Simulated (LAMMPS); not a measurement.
LAMMPS 22 Jul 2025, classical MD, Buckingham with full ionic charges: MgO, 110592 atoms.

```
Property                                                                                          Result
-----------------------------------------------  -------------------------------------------------------
task                                                                                             MD, nve
potential                                                             Buckingham with full ionic charges
copies of the repeat unit                                                                       24×24×24
shape (slab and sphere leave vacuum in the box)                                                     bulk
temperature                                                                                       1200 K
steps                                                                                                150
timestep                                                                                            1 fs
neighbor skin                                                                                        2 Å
neigh_modify                                                                   every 1 delay 0 check yes
thermo                                                                                               100
kspace_style                                                                                        pppm
kspace_accuracy                                                                                   0.0001
pair cutoff                                                                                         10 Å
newton                                                                                      on (default)
atom_modify sort (bins of 2 Å where set)                                                  1000 (default)
comm_style                                                                               brick (default)
kspace_modify                                                                  order 5 diff ik (default)
box                                                                              101.1 × 101.1 × 101.1 Å
start                                              generated rock salt lattice, warmed in an untimed run
compared values                                  energy and forces of the first step, drift over the run
```

Machine: one whole node, Arm Neoverse V2, 96 cores on 1 socket, no SMT, 1 L3 cache group.

Each time is the median wall time of two to five repeats, run one at a time on the otherwise empty machine; start-up is included. Processes are pinned to neighbouring cores unless said otherwise. Build: PyPI wheel: MPICH, OPENMP and OPT packages. Other compilers and libraries give other times. Scratch files lie in a memory file system. A preparatory run goes ahead and isn't timed.

The candidates, on 32 cores each, agree within 1.0 meV/atom in energy, 10 meV/Å in forces on 48 atoms, 0.20 meV an atom in drift of the total energy:
A. 16 ranks × 2 threads, suffix = omp
B. 32 ranks, suffix = none (plain styles) (default)
C. 32 ranks, suffix = omp
D. 8 ranks × 4 threads, suffix = omp

Question: Which would you take for the shortest time to solution?

Answer: C and B, at 3.8 s to 3.9 s, level within 8 % or the scatter of repeats. At the other end D takes 1.4× as long.

```
candidate  wall time            repeats  neighbour list builds
---------  ---------  -----------------  ---------------------
C              3.8 s  2 runs within 1 %                      0
B              3.9 s  3 runs within 1 %                      0
A              4.2 s  3 runs within 1 %                      0
D              5.1 s  3 runs within 1 %                      0
```

From the slowest to the fastest: The largest move is in long-range solver (Kspace): 2.2 s to 0.92 s. What the program resolved moves too: grid of ranks from 2 by 2 by 2 to 4 by 2 by 4.
